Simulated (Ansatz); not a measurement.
Start from WC (space group Pm-3m, No. 221; a hypothetical phase, not in the database extracts checked).

```yaml
crystal:
  lattice:
    - [4.18498, 0.00000, 0.00000]
    - [0.00000, 4.18498, 0.00000]
    - [0.00000, 0.00000, 4.18498]
  atoms:
    - { symbol: W, position: [0.00000, 0.50000, 0.50000] }
    - { symbol: W, position: [0.50000, 0.00000, 0.50000] }
    - { symbol: W, position: [0.50000, 0.50000, 0.00000] }
    - { symbol: C, position: [0.50000, 0.00000, 0.00000] }
    - { symbol: C, position: [0.00000, 0.50000, 0.00000] }
    - { symbol: C, position: [0.00000, 0.00000, 0.50000] }
```

Method: Ansatz (an electronic-structure program), PBEsol, PAW, cutoff 420 eV, no spin-orbit coupling.

Base values:

```
Property           Result
---------------  --------
Volume per atom  12.22 Å³
Band gap             zero
```

It is then changed as follows: a hydrostatic pressure of 7.5 GPa.

Problem. What does the calculation give for the volume per atom after the change?

Solution. The volume per atom drops by 0.28 Å³ (12.22 Å³ → 11.94 Å³).

Problem. How does this affect the band gap?

Solution. The band gap is still zero.

Load acts through the strain it causes; cell and atoms are relaxed under it. Whether these cells are dynamically stable was not tested. No other phases were tried under pressure. All final runs are without spin polarisation.
